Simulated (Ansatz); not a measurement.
Where the default PAW files enter, the runs use the earlier of Ansatz's two default sets.

Inside the gap of an insulator the Bloch states are evanescent, with a wavenumber k + iκ along the transport direction.

Here is the system:

```
CSi
1.0
    3.07569     0.00000     0.00000
    0.00000    10.07065     0.00000
    1.53784     0.00000     2.66363
Si C
4 4
Direct
  0.66667   0.06216   0.66667
  0.33333   0.56216   0.33333
  0.00000   0.31211   0.00000
  0.00000   0.81211   0.00000
  0.66667   0.25020   0.66667
  0.33333   0.75020   0.33333
  0.00000   0.49954   0.00000
  0.00000   0.99954   0.00000
```

Space group of this cell: P6_3mc. The cell is taken as given.

Transport runs along the normal of the first two printed cell vectors, the (100) plane of the conventional cell.

The gap is the functional's own, uncorrected, and κ follows it; spin-orbit coupling is left out. Mid-gap values are interpolated between the computed energies.

### Question
Estimate the band gap and the smallest decay constant κ at mid-gap that r2SCAN (Ansatz, an electronic-structure program) returns for this system.

### Answer
Gap 2.60 eV on a 12×4×12 mesh; κ = 0.241 1/Å, at (0.500, 0.000) of the in-plane reciprocal vectors. At the zone centre, at the nearest computed energy, the slowest state has κ = 0.28 1/Å.
